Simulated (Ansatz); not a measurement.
System: cubic perovskite CsCdCl₃. Method: r²SCAN+rVV10 (PAW; Ansatz, a quantum-chemistry and plane-wave program).

Numerical settings: plane-wave cutoff 560 eV, 8×8×8 k mesh, Fermi–Dirac smearing 0.01 eV, scalar-relativistic PAW data made under PBE.

Energies at three volumes about the minimum:

```json
[
 {"V (Å³/atom)": "27.841", "E − E_lowest (meV/atom)": "1.42"},
 {"V (Å³/atom)": "28.410", "E − E_lowest (meV/atom)": "0.00"},
 {"V (Å³/atom)": "28.978", "E − E_lowest (meV/atom)": "1.32"}
]
```

Task: Fit a parabola by hand: where is the minimum, what lattice constant follows, and what is the bulk modulus?

Result: Slopes: (0.00 − 1.42)/(28.410 − 27.841) = -2.496 and (1.32 − 0.00)/(28.978 − 28.410) = 2.324 meV/Å³. Curvature E″ = 2 × (2.324 − (-2.496))/(28.978 − 27.841) = 8.478 meV/Å⁶. From the middle of the first interval, the slope vanishes at V0 = 28.1255 − (-2.496)/8.478 = 28.420 Å³/atom. B = V0 E″ = 28.420 × 8.478 meV/Å³ × 0.1602 GPa per meV/Å³ = 38.6 GPa. With 5 atoms in the cube, a = (5 × 28.420)^(1/3) = 5.218 Å. The full Birch–Murnaghan fit to all volumes gives V0 = 28.409 Å³/atom and B0 = 38.5 GPa.
